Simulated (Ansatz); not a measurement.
An Ansatz (a first-principles code) run: HfS2 with a change (uniaxial strain ε_zz = −2.00 %); PBE-D3(BJ) (Ansatz; PAW; 420 eV plane waves; without spin-orbit coupling).

Input:

Ansatz 0.2 input:
```yaml
crystal:
  lattice:
    - [3.6056951626, 0, 0]
    - [-1.8028475813, 3.1226236091, 0]
    - [0, 0, 5.6522678448]
  atoms:
    - { symbol: Hf, position: [0, 0, 0] }
    - { symbol: S, position: [0.3333333333, 0.6666666667, 0.2525196174] }
    - { symbol: S, position: [0.6666666667, 0.3333333333, 0.7474803826] }
basis: { ecutwfc: 420, ecutrho_ratio: 4, xc_grid: 2, fft_grid_basis: typed }
kpoints: { mp_grid: { grid: [11, 11, 6] } }
hamiltonian:
  xc: pbe
  dispersion: d3bj
  pseudopotentials: { kind: paw }
scf: { occupations: { method: fermi_dirac, width: 0.05 }, convergence: { dr2_threshold: 0.0000000003 } }
relax: { f_tol: 0.005, max_steps: 50 }
output: { forces: true, stress: true }
checkpoint: { write: state.ck, write_every: 1000 }
```

Output (explanatory and most iteration lines left out):

```
Relaxation: its limit of steps is 50 (relax.max_steps)
Pseudopotential: Hf, paw, valence charge 26
Pseudopotential: S, paw, valence charge 6
Crystal: 3 atoms, lattice volume = 63.640 Å³
Basis set: ecut = 420 eV, 1231 PW (Γ), exchange–correlation on 50×50×80 points (8 copies of the dense FFT grid, shifted against one another)
Bands: 23, of which v1, the nominal top of the filled ones, is band 19 counted from 1 (18 counted from 0)
Symmetry: 12 space group operations
Space group: P-3m1 (ITA 164), of the structure as read, at distance tolerance 4.0e-5 Å
k-points: 84 of 726
Functional: x = pbe(κ = 0.804, μ = 0.2195149727645171), c = pbe(β = 0.06672455060314922)
SCF iter   1: F=—  HF=-17531.152467 eV  |F-HF|=—  |Δ(HF+E_count)|=         —  Δρ=1.48e-3  dr2=6.17e-4  ethr=1.77e-3  ⟨swp⟩=5.5  Hψ=8167  notcnv=0
SCF iter   2: F=—  HF=-17531.151982 eV  |F-HF|=—  |Δ(HF+E_count)|=   4.85e-4  Δρ=8.91e-4  dr2=2.57e-4  ethr=1.62e-6  ⟨swp⟩=2.8  Hψ=4395  notcnv=0
SCF 1 converged in 9 iterations: F = -17531.152396 eV  dr2 = 1.45e-10
relax step   1: F+E_penalty+E_count = -17531.15239570 eV  Δ(F+E_penalty+E_count) = +0.000e0 eV  max|allowed force component| = 3.242e-1 eV/Å  Δτ_max = 0.0000 Å  (9 SCF iters, accepted)
Crystal: 3 atoms, lattice volume = 63.640 Å³
SCF iter   1: F=—  HF=-17531.150623 eV  |F-HF|=—  |Δ(HF+E_count)|=         —  Δρ=1.84e-3  dr2=2.17e-3  ethr=5.55e-6  ⟨swp⟩=2.0  Hψ=7197  notcnv=0
SCF iter   2: F=—  HF=-17531.150267 eV  |F-HF|=—  |Δ(HF+E_count)|=   3.56e-4  Δρ=1.08e-3  dr2=7.91e-4  ethr=5.55e-6  ⟨swp⟩=1.2  Hψ=1945  notcnv=0
SCF 2 converged in 9 iterations: F = -17531.150041 eV  dr2 = 6.97e-11
relax step   2: F+E_penalty+E_count = -17531.15004137 eV  Δ(F+E_penalty+E_count) = +2.354e-3 eV  max|allowed force component| = 3.651e-1 eV/Å  Δτ_max = 0.0523 Å  (9 SCF iters, rejected (line search))
Crystal: 3 atoms, lattice volume = 63.640 Å³
SCF iter   1: F=—  HF=-17531.160407 eV  |F-HF|=—  |Δ(HF+E_count)|=         —  Δρ=1.01e-3  dr2=6.44e-4  ethr=1.73e-5  ⟨swp⟩=3.1  Hψ=5882  notcnv=0
SCF iter   2: F=—  HF=-17531.160296 eV  |F-HF|=—  |Δ(HF+E_count)|=   1.10e-4  Δρ=6.03e-4  dr2=2.47e-4  ethr=1.70e-6  ⟨swp⟩=1.0  Hψ=2604  notcnv=0
SCF 3 converged in 8 iterations: F = -17531.160256 eV  dr2 = 2.10e-10
relax step   3: F+E_penalty+E_count = -17531.16025591 eV  Δ(F+E_penalty+E_count) = -7.860e-3 eV  max|allowed force component| = 1.146e-2 eV/Å  Δτ_max = 0.0235 Å  (8 SCF iters, accepted)
Crystal: 3 atoms, lattice volume = 63.640 Å³
SCF iter   1: F=—  HF=-17531.160259 eV  |F-HF|=—  |Δ(HF+E_count)|=         —  Δρ=3.11e-5  dr2=6.22e-7  ethr=1.58e-8  ⟨swp⟩=2.9  Hψ=5180  notcnv=0
SCF iter   2: F=—  HF=-17531.160266 eV  |F-HF|=—  |Δ(HF+E_count)|=   7.06e-6  Δρ=1.82e-5  dr2=2.23e-7  ethr=1.64e-9  ⟨swp⟩=1.0  Hψ=2604  notcnv=0
SCF 4 converged in 6 iterations: F = -17531.160266 eV  dr2 = 1.26e-11
relax step   4: F+E_penalty+E_count = -17531.16026585 eV  Δ(F+E_penalty+E_count) = -9.937e-6 eV  max|allowed force component| = 1.597e-4 eV/Å  Δτ_max = 0.0009 Å  (6 SCF iters, accepted)
SCF converged after 6 iterations
Free energy (F): -17531.160266 eV
Internal energy: -17531.160257 eV  (E = F + TS)
E sigma→0 (E₀):  -17531.160261 eV
Entropy (-TS):   -0.000009 eV (-0.003 meV/atom)
Fermi energy:    10.466498 eV
  E_disp       = -1.046711  (pairwise vdW)
--- Forces (eV/Å), atoms counted from 1 ---
  atom   1  Hf     0.00000000    -0.00000000     0.00000000
  atom   2  S     -0.00000000    -0.00000000    -0.00015973
  atom   3  S     -0.00000000    -0.00000000     0.00015973
--- Stress (GPa, compression-positive) ---
        0.203673       0.000000       0.000000
        0.000000       0.203673       0.000000
        0.000000       0.000000       1.020081
  P = ⅓ Tr σ = 0.4758 GPa (4.758 kbar)
--- Relaxed structure (4 steps of the walk, 3 accepted, 0 SCFs on fresh bases) ---
  atoms:
    - { symbol: Hf, position: [1.4417028066402839e-36, 2.1415506921299086e-36, 0.0] }
    - { symbol: S, position: [0.33333333333333337, 0.6666666666666667, 0.2568283558386382] }
    - { symbol: S, position: [0.6666666666666667, 0.33333333333333337, 0.7431716441613618] }
```

Spin-orbit coupling, missing from the scalar runs, can matter with Hf. Whether these cells are dynamically stable was not tested. The cell was made from HfS2 in the CdI2 type structure (space group P-3m1, No. 164; layered, stacked along the Cartesian z axis) by this change: uniaxial strain ε_zz = −2.00 %.
